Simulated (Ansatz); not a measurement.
# Several settings converged on BW₂ (I4, 6 atoms in the cell)

```
CELL_PARAMETERS angstrom
     -2.76967     2.76967     2.37102
      2.76967    -2.76967     2.37102
      2.76967     2.76967    -2.37102
ATOMIC_POSITIONS crystal
  B  0.26054 0.26054 0.00000
  B  0.75000 0.75000 0.00000
  W  0.67031 0.82969 0.50000
  W  0.32969 0.17031 0.50000
  W  0.82969 0.32969 0.15938
  W  0.17031 0.67031 0.84062
```

Base method: PBEsol, default PAW files made with PBE (plane waves; Ansatz, a quantum-chemistry and plane-wave program).

Base settings: basis.ecutwfc = 30.9 Ry; kpoints.mp_grid.grid = 8 8 8; hamiltonian.xc = pbesol; hamiltonian.pseudopotentials = {kind: paw} (the program's default PAW files); scf.occupations.method = gaussian; scf.occupations.width = 0.0073 Ry.

The count of work is k-points × plane waves × bands × iterations; it is no time. 

**The k-point mesh at a smearing width of 0.3 eV**

In this ladder: scf.occupations.width = 0.022 Ry.

Only quantities that move along the ladder and can be compared are tabulated.

| kpoints.mp_grid.grid | free energy less the last step's (meV/atom) | pressure (GPa) | largest difference of a force vector from the last step's (eV/Å) | count of work / last |
|---|---|---|---|---|
| 3 3 3 | -24.51 | -1.24 | 0.324 | 0.0077 |
| 4 4 4 | -0.97 | 0.41 | 0.096 | 0.018 |
| 5 5 5 | -0.90 | 0.54 | 0.184 | 0.027 |
| 6 6 6 | -0.64 | 0.48 | 0.008 | 0.046 |
| 7 7 7 | -0.09 | 0.48 | 0.009 | 0.067 |
| 8 8 8 | 0.36 | 0.51 | 0.018 | 0.10 |
| 10 10 10 | 0.02 | 0.48 | 0.002 | 0.18 |
| 15 15 15 | 0.00 | 0.48 | 0.000 | 0.58 |
| 18 18 18 | 0.00 | 0.48 | 0.000 | 1.0 |

Coarsest kpoints.mp_grid.grid that holds the pressure within 0.1 GPa of the last step, with all finer ones: 4 4 4, at 0.018 of the last step's count of work; the step before is off by 1.7 GPa.

Coarsest kpoints.mp_grid.grid that holds the forces within 0.01 eV/Å of the last step, with all finer ones: 10 10 10, at 0.18 of the last step's count of work; the step before is off by 0.018 eV/Å.

Coarsest kpoints.mp_grid.grid that holds the free energy within 2 meV/atom of the last step, with all finer ones: 4 4 4, at 0.018 of the last step's count of work; the step before is off by 25 meV/atom.

**The width of Gaussian smearing**

In this ladder: kpoints.mp_grid.grid = 13 13 13.

Narrow widths need finer meshes than wide ones, so the last steps can hold mesh noise.

Only quantities that move along the ladder and can be compared are tabulated; pressure and forces are left out, as mesh noise rules them at narrow widths.

| scf.occupations.width | free energy less the last step's (meV/atom) | energy extrapolated to zero width less the last step's (meV/atom) |
|---|---|---|
| 0.0735 Ry | -126.39 | -6.93 |
| 0.0367 Ry | -34.01 | -1.82 |
| 0.022 Ry | -12.50 | -0.35 |
| 0.0147 Ry | -5.46 | -0.05 |
| 0.0073 Ry | -1.07 | 0.01 |
| 0.0037 Ry | 0.00 | 0.00 |

Widest scf.occupations.width that holds the free energy within 5 meV/atom of the last step, with all finer ones: 0.0073 Ry; the step before is off by 5.5 meV/atom.

Widest scf.occupations.width that holds the energy extrapolated to zero width within 1 meV/atom of the last step, with all finer ones: 0.022 Ry; the step before is off by 1.8 meV/atom.

The extrapolation to zero width removes most of the smearing's effect on the energy.

**The width of cold smearing**

In this ladder: kpoints.mp_grid.grid = 13 13 13; scf.occupations.method = cold.

Narrow widths need finer meshes than wide ones, so the last steps can hold mesh noise.

Only quantities that move along the ladder and can be compared are tabulated; pressure and forces are left out, as mesh noise rules them at narrow widths.

```tsv
scf.occupations.width	free energy less the last step's (meV/atom)
0.0735 Ry	-13.10
0.0367 Ry	-4.45
0.022 Ry	-1.02
0.0147 Ry	-0.26
0.0073 Ry	0.00
0.0037 Ry	0.00
```

Widest scf.occupations.width that holds the free energy within 0.5 meV/atom of the last step, with all finer ones: 0.0147 Ry; the step before is off by 1.0 meV/atom.

On the base run: the starting cell comes from a database of computed structures (which also holds hypothetical and non-ambient phases and stackings), without a prior relaxation at this level. Its lattice was rescaled by up to half a per cent. One atom was moved a little off its site on purpose. Spin polarisation is off. Ansatz's pressure includes its estimate of the finite-basis (Pulay) stress.

Left out of this page: 4 runs of the series outside the window shown, repeating another row's setting, or not comparable.

Keys are those of Ansatz 0.2.
